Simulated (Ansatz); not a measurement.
Take InP in the zinc blende structure (space group F-43m, No. 216) as the base.

```yaml
crystal:
  lattice:
    - [0.00000, 2.95366, 2.95366]
    - [2.95366, 0.00000, 2.95366]
    - [2.95366, 2.95366, 0.00000]
  atoms:
    - { symbol: P, position: [0.75000, 0.75000, 0.75000] }
    - { symbol: In, position: [0.00000, 0.00000, 0.00000] }
```

Cartesian axes are those of the cell as printed.

Computed with r2SCAN/PAW in Ansatz (a quantum-chemistry and plane-wave program), no SOC, earlier PAW set.

For the base:

| Item | Value |
|---|---|
| Valley order | Γ 1.02 eV; L along ⟨111⟩ 1.79 eV; X along ⟨100⟩ 2.04 eV |

It is then changed as follows: tensor shear ε_xz = +1.42 % (engineering shear γ = 0.0284); the atoms relax in the strained cell.

**Question.** What does the calculation give for the valley order and energy relative to the base after the change?

**Answer.** The valley order (the lowest conduction-band minima on the path, energy above the VBM, named in the base's zone) becomes Γ 0.91 eV; L along [1-1-1] 1.57 eV; L along [1-11] 1.82 eV; X along [010] 1.86 eV (base: Γ 1.02 eV; L along ⟨111⟩ 1.79 eV; X along ⟨100⟩ 2.04 eV); the energy rises by 3.0 meV/atom.

The levels and masses belong to the bands next to the band gap. Whether these cells are dynamically stable was not tested.
